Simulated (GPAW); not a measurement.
GPAW run on KMo₃S₃ (P6_3/m, 14 atoms in the cell): self-consistent single point.

Method: PBEsol, GPAW PAW datasets PBEsol (made by gpaw-setup) (plane waves; GPAW 25.7.0).

```
K(MoS)3
1.0
    8.97426     0.00000     0.00000
   -4.48713     7.77194     0.00000
    0.00000     0.00000     4.48011
K Mo S
2 6 6
Cartesian
  0.00000   5.18129   3.36009
  4.48713   2.59064   1.12003
 -3.50835   6.58104   3.36009
  7.99548   1.19089   1.12003
  1.52073   0.25220   1.12003
  2.96640   7.51974   3.36009
  0.54196   1.44309   3.36009
  3.94517   6.32884   1.12003
  2.87486   0.49733   3.36009
  1.61227   7.27461   1.12003
  1.00673   2.73836   1.12003
  3.48040   5.03357   3.36009
  7.10613   2.24104   3.36009
 -2.61900   5.53090   1.12003
```

Reference input (self-consistent single point, DFT PBEsol, plane waves, GPAW PAW datasets PBEsol (made by gpaw-setup)): mode = pw; ecut = 550 eV; xc = PBEsol; kpts = 3 3 5; mesh shift (steps) = 0.5 0.5 0.5; occupations.name = fermi-dirac; occupations.width = 0.136 eV; nbands = -18; convergence.density = 1e-05 e/electron; convergence.energy = 1e-05 eV/electron; symmetry.symmorphic = false; symmetry.tolerance = 0.0005. This run's input differs from it in these lines:

```diff
@@ -25,3 +25,3 @@
 
-calc = GPAW(mode={'name': 'pw', 'ecut': 550},
+calc = GPAW(mode={'name': 'pw', 'ecut': 630},
             xc='PBEsol',
```

Output, abridged:

```
     iter     time        total  log10-change:
                         energy   eigst   dens
iter:   1 --:--:--  -119.358466
iter:   2 --:--:--  -118.567273   -0.47  -1.18
iter:   3 --:--:--  -113.938803   -0.66  -1.21
iter:   4 --:--:--  -113.147843   -1.01  -1.46
iter:   5 --:--:--  -113.334974   -1.19  -1.62
iter:   6 --:--:--  -114.615202   -0.91  -1.75
iter:   7 --:--:--  -113.076835   -1.65  -1.60
iter:   8 --:--:--  -112.940761   -1.84  -2.10
iter:   9 --:--:--  -112.944632   -2.83  -2.57
iter:  10 --:--:--  -112.943831   -3.16  -2.53
iter:  11 --:--:--  -112.919237   -2.76  -2.47
iter:  12 --:--:--  -112.920417   -3.58  -3.25
   [... lines left out ...]
iter:  18 --:--:--  -112.919583c  -6.60  -4.11
iter:  19 --:--:--  -112.919587c  -6.87  -4.15
iter:  20 --:--:--  -112.919588c  -7.30  -4.20
iter:  21 --:--:--  -112.919586c  -7.14  -4.23
iter:  22 --:--:--  -112.919576c  -6.73  -4.29
iter:  23 --:--:--  -112.919577c  -8.31c -4.34
iter:  24 --:--:--  -112.919581c  -7.05  -4.36
iter:  25 --:--:--  -112.919570c  -6.48  -4.43
iter:  26 --:--:--  -112.919578c  -7.25  -4.45
iter:  27 --:--:--  -112.919581c  -7.69c -4.78
iter:  28 --:--:--  -112.919581c  -8.42c -4.89
iter:  29 --:--:--  -112.919585c  -7.94c -4.94
iter:  30 --:--:--  -112.919583c  -8.49c -5.02c
Converged after 30 iterations.

Dipole moment: (0.000000, 0.000000, 0.000049) |e|*Ang

Energy contributions relative to reference atoms: (reference = -758210.314501)

Kinetic:        -78.129709
Potential:      +43.047945
External:        +0.000000
XC:             -75.049758
Entropy (-ST):   -0.136690
Local:           -2.719716
SIC:             +0.000000
--------------------------
Free energy:   -112.987929
Extrapolated:  -112.919583

Showing only first 2 kpts
 Kpt  Band  Eigenvalues  Occupancy
  0    67      5.64344    1.99984
  0    68      5.86579    1.99917
  0    69      7.30846    0.11254
  0    70      7.33835    0.09135

  1    67      5.39252    1.99997
  1    68      5.61163    1.99987
  1    69      7.55327    0.01952
  1    70      7.57853    0.01624

Fermi level: 6.92499

No gap
   [... lines left out ...]
  8 S    -0.88817   -0.17853    0.00000
  9 S     0.88817    0.17853    0.00000
 10 S    -0.28948   -0.85845   -0.00000
 11 S     0.28948    0.85845   -0.00000
 12 S     0.59870   -0.67992    0.00000
 13 S    -0.59870    0.67992   -0.00000

Stress tensor:
     0.036911    -0.000000     0.000000
    -0.000000     0.036911     0.000000
     0.000000     0.000000     0.045581
Stress (GPa, Voigt): [ 5.9138  5.9138  7.3028  0.      0.     -0.    ]
```

The run converged in 30 iterations. GPAW prints stress with tension positive. Against the reference run the free energy falls by 1.9 meV/atom, the pressure moves little (-6.42 to -6.38 GPa) and the largest force stays at 0.906 eV/Å.

The starting cell comes from a database of computed structures (which also holds hypothetical and non-ambient phases and stackings), without a prior relaxation at this level. Its lattice was rescaled by a random factor within 2.5 % of one. Spin polarisation is off.

Cost on one core of a shared machine: roughly 20 min.
